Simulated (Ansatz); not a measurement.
The parent structure is AlAs in the wurtzite structure (space group P6_3mc, No. 186; a model cell, its experimental status unchecked).

```xyz
4
Lattice="4.0035 0.0000 0.0000 -2.0017 3.4671 0.0000 0.0000 0.0000 6.5808" Properties=species:S:1:pos:R:3 pbc="T T T"
Al     2.0017     1.1557     6.5797
Al     0.0000     2.3114     3.2894
As     2.0017     1.1557     4.1153
As     0.0000     2.3114     0.8249
```

Cartesian axes are those of the cell as printed.

Calculations: Kohn–Sham DFT with the PBEsol functional, run in Ansatz (a first-principles code) with PAW and 420 eV plane waves, scalar-relativistic without spin-orbit coupling.

Modification: tensile biaxial strain of 1.47 % in the plane normal to [001], as in epitaxy on a mismatched substrate; the out-of-plane cell vector and the atoms relax.

Q: What happens to the electron mass?

A: The electron mass comes out as 0.99 mₑ out of plane, 0.13 mₑ in plane (at Γ).

Q: Estimate the effect on the ratio −ε⊥/ε∥.

A: The ratio −ε⊥/ε∥ is 0.48.

Q: How does this affect the in-plane stress?

A: The mean in-plane stress (compression positive) is -2.3 GPa.

The levels and masses belong to the bands next to the band gap. Masses are band curvatures over ±0.01 Å⁻¹ around the edge. Stability against distortions was not tested. This is not the structure that AlAs has at room temperature and ambient pressure.
